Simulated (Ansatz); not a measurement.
Start from HfC in the rock salt structure (space group Fm-3m, No. 225; a = 4.641 Å; relaxed with 0.1 eV smearing). Axes: x, y, z lie along the cube axes.

The values are results of r2SCAN (Ansatz, a first-principles code, PAW, spin-orbit coupling left out), not measurements.

Strains are applied to the cell and any free atomic positions relax.

One change was made to it. Results:

```csv
quantity,base,after
energy relative to the base (free energy F),0 meV/atom,+13 meV/atom
band gap,zero,zero
```

**Question.** What was done to the base?
A. strain tensor (xx, yy, zz, yz, xz, xy) = (−0.69, −2.06, +1.08, +0.39, +0.38, +0.41) %
B. isotropic strain −0.45 %
C. tensor shear ε_yz = −1.37 %
D. tensor shear ε_xy = +3.17 %

**Answer.** A, strain tensor (xx, yy, zz, yz, xz, xy) = (−0.69, −2.06, +1.08, +0.39, +0.38, +0.41) %. For comparison, the energy relative to the base in the other runs: isotropic strain −0.45 % gives +1.8 meV/atom; tensor shear ε_yz = −1.37 % gives +5.5 meV/atom; tensor shear ε_xy = +3.17 % gives +29 meV/atom.

Whether these cells are dynamically stable was not tested. The final runs are not spin-polarised.
